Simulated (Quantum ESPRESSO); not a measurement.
Quantum ESPRESSO 7.5, DFT, PBE, plane waves, SSSP 1.1.2 efficiency PBE: zinc-blende GaAs with 3 In on Ga sites, atoms displaced (In3As8Ga5), unrelaxed at the host's lattice constant, 16 atoms. Basis and mesh were picked for this test and aren't claimed converged.

```json
{
  "cell": "7.99, 7.99, 7.99 Å; 60, 60, 60°",
  "distance_to_the_nearest_atom": "2.33 to 2.43 Å",
  "task": "scf",
  "k mesh": "2×2×2",
  "ecutwfc": "45 Ry",
  "ecutrho": "360 Ry",
  "occupations": "smearing",
  "smearing": "gaussian",
  "degauss": "0.005 Ry",
  "conv_thr": "1.6e-08 Ry",
  "tprnfor": "true",
  "tstress": "false",
  "k-point pools (-nk)": "8",
  "mixing_mode": "plain (default)",
  "mixing_beta": "0.7 (default)",
  "mixing_ndim": "8 (default)",
  "k-points computed": "8",
  "bands": "86",
  "electrons": "144",
  "G-vectors of the density": "280737",
  "FFT grid": "96×96×96"
}
```

One run each.

All on 8 ranks. Base settings, kept where nothing else is said: diago_david_ndim = 2 (default), diagonalization = david (default), diago_rmm_ndim = 4 (default). The settings tried:
- diagonalization = rmm-davidson, diago_rmm_ndim = 6
- diago_david_ndim = 4
- diagonalization = rmm-davidson, diago_rmm_ndim = 2
- diagonalization = paro
- diago_david_ndim = 3
- diagonalization = rmm-davidson
- the base settings
- diagonalization = rmm-paro
- diagonalization = cg

**Question.** Which settings need the fewest SCF iterations, which the most, and do any fail to converge?

**Answer.** Fewest SCF iterations, with those close behind: diagonalization = paro (11); diago_david_ndim = 3 (12); diago_david_ndim = 4 (13); the base settings (14). Most among those that reach the base run's result: diagonalization = rmm-davidson, diago_rmm_ndim = 2 (40). All converged.

```
setting                                             SCF iterations        end
--------------------------------------------------  --------------  ---------
diagonalization = paro                                          11  converged
diago_david_ndim = 3                                            12  converged
diago_david_ndim = 4                                            13  converged
the base settings                                               14  converged
diagonalization = cg                                            17  converged
diagonalization = rmm-davidson, diago_rmm_ndim = 6              24  converged
diagonalization = rmm-paro                                      33  converged
diagonalization = rmm-davidson                                  34  converged
diagonalization = rmm-davidson, diago_rmm_ndim = 2              40  converged
```

An iteration's cost differs between solvers, so these counts don't give the time. 4 planned settings were not run, for want of time.
